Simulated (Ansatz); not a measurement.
Band structure of a sheet of ZrS2 (3 atoms in the cell).

```
CELL_PARAMETERS angstrom
      3.62137     0.00000     0.00000
     -1.81068     3.13620     0.00000
      0.00000     0.00000    16.94733
ATOMIC_POSITIONS crystal
  Zr 0.00000 0.00000 0.50000
  S  0.33333 0.66667 0.58696
  S  0.66667 0.33333 0.41304
```

Method: PBE (plane waves, PAW; Ansatz, an electronic-structure program).

Settings: kpoints.mp_grid.grid = 6 6 1; hamiltonian.xc = pbe; hamiltonian.pseudopotentials = {kind: paw} (the program's default PAW files); scf.occupations.method = gaussian; scf.occupations.width = 0.05 eV; kpoints.band_path.path = [[0.0, 0.0, 0.0], [0.5, 0.0, 0.0], [0.33333333, 0.33333333, 0.0], [0.0, 0.0, 0.0]]; kpoints.band_path.npoints = 8.

The starting cell was generated: these elements placed on a structure prototype, without a prior relaxation; it need not be a known phase or ordering of this composition. Its lattice was rescaled in the plane by a random factor within 2.5 % of one.

Question: Predict the gap along the standard path and the places of the band edges.

Answer: The gap along the path is 1.00 eV, from Γ to M; the smallest direct gap on it is 1.66 eV.

Levels in eV from the top of the valence band on the path, bands 9 to 15:
```tsv
point	9	10	11	12	13	14	15
Γ	-2.61	-0.97	0.00	0.00	1.66	1.66	2.48
M	-2.44	-2.39	-1.25	-0.92	1.00	3.48	3.84
K	-3.17	-1.92	-1.92	-1.65	2.48	3.13	3.13
```

Keys are those of Ansatz 0.2.
